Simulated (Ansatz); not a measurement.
## C, response to strain

Base system: C in the diamond structure (space group Fd-3m, No. 227; a = 3.560 Å). Axes: x, y, z lie along the cube axes.

Strains are applied to the cell and any free atomic positions relax; under biaxial strain the out-of-plane vector relaxes too.

Method: r2SCAN (Ansatz, an electronic-structure program, PAW, no spin-orbit coupling).

| biaxial strain, plane normal [111], relaxed out of plane (%) | out-of-plane strain (%) |
|---|---|
| 0 | 0.00 |
| 0.42 | -0.04 |
| 0.83 | -0.08 |
| 1.25 | -0.12 |
| 1.67 | -0.16 |
| 2.08 | ? |
| 2.5 | -0.23 |

Q: Fit ε⊥ = −νε + γε² (strains in %) to the rows shown and predict the withheld row.

A: Least squares on the printed values gives ν = 0.10 (the biaxial Poisson response) and γ = 0.003 (largest residual 0.00 %); this predicts -0.19 %, and the run gives -0.19 %, in agreement.

No phonon test of stability was made.
